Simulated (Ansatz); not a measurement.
A hypothetical phase is included: elements placed on a structure type, which no database files for this compound.

Tunnelling through a barrier is set by its complex band structure: the current falls as exp(−2κd) with the smallest κ.

Here is the system:

```yaml
crystal:
  lattice:
    - [3.85997, 0.00000, 0.00000]
    - [0.00000, 6.64815, 0.00000]
    - [0.00000, 0.00000, 6.64815]
  atoms:
    - { symbol: Ga, position: [0.00000, 0.67614, 0.32386] }
    - { symbol: Ga, position: [0.00000, 0.32386, 0.67614] }
    - { symbol: Ga, position: [0.50000, 0.82386, 0.82386] }
    - { symbol: Ga, position: [0.50000, 0.17614, 0.17614] }
    - { symbol: P, position: [0.00000, 0.31704, 0.31704] }
    - { symbol: P, position: [0.00000, 0.68296, 0.68296] }
    - { symbol: P, position: [0.50000, 0.81704, 0.18296] }
    - { symbol: P, position: [0.50000, 0.18296, 0.81704] }
```

The cell was relaxed by PBE-D3(BJ).

Transport runs along the normal of the first two printed cell vectors, the (100) plane of the conventional cell.

The gap is the functional's own, uncorrected, and κ follows it; spin-orbit coupling is left out. Mid-gap means the computed energy nearest the middle.

**Question.** Predict the band gap and the smallest decay constant κ at mid-gap from Ansatz (an electronic-structure program) with r2SCAN.

**Answer.** Gap 1.44 eV on a 8×6×6 mesh; κ = 0.132 1/Å, at the zone centre.
